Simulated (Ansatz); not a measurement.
## What isotropic strain +0.86 % does to Ce

The parent structure is Ce in the fcc (Cu type) structure (space group Fm-3m, No. 225; a = 4.590 Å; relaxed with 0.1 eV smearing).

The change: every lattice vector is stretched by 0.86 %; the atoms relax in the strained cell.

Method: Ansatz (a program for electronic structure), PBEsol, PAW, cutoff 420 eV, spin-orbit coupling left out, earlier PAW set. k-mesh 25×25×25 (Γ-centred); smearing 0.1 eV (Fermi–Dirac).

| quantity | base | changed | shift |
|---|---|---|---|
| volume per atom | 24.17 Å³ | 24.80 Å³ | +0.63 Å³ |
| shortest interatomic distance | 3.245 Å | 3.273 Å | +0.028 Å |
| energy relative to the base (free energy F) | 0 meV/atom | +2.3 meV/atom | +2.3 meV/atom |
| pressure | 0.0 GPa | -1.1 GPa | -1.1 GPa |
| band gap | zero | zero | – |

Open 4f shells without U are poorly described, and the f state was not checked. Whether these cells are dynamically stable was not tested. Starting moments died away, wholly or in part, for the base; another magnetic solution may exist. All final runs are without spin polarisation.
